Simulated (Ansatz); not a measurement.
Base system: GaN in the wurtzite structure (space group P6_3mc, No. 186; a = 3.152 Å, c = 5.138 Å). Axes: x lies along a and z along c of the hexagonal cell.

The values are results of LDA, PAW, 420 eV (Ansatz, a program for electronic structure; no SOC), not measurements.

Strains are applied to the cell and any free atomic positions relax.

One change was made to it. Results:

```csv
quantity,base,after
energy relative to the base (free energy F),0 meV/atom,+8.3 meV/atom
width of the top valence band,2.92 eV,3.00 eV
band gap,2.13 eV,2.28 eV
shortest interatomic distance,1.927 Å,1.910 Å
```

Task: What was done to the base?
A. uniaxial strain ε_zz = −0.60 %
B. uniaxial strain ε_zz = −3.00 %
C. uniaxial strain ε_zz = −1.80 %
D. uniaxial strain ε_zz = −2.40 %
E. uniaxial strain ε_zz = −1.20 %

Result: D, uniaxial strain ε_zz = −2.40 %. For comparison, the energy relative to the base in the other runs: uniaxial strain ε_zz = −1.20 % gives +2.0 meV/atom; uniaxial strain ε_zz = −0.60 % gives +0.5 meV/atom; uniaxial strain ε_zz = −1.80 % gives +4.6 meV/atom; uniaxial strain ε_zz = −3.00 % gives +13 meV/atom.

Stability against distortions was not tested.
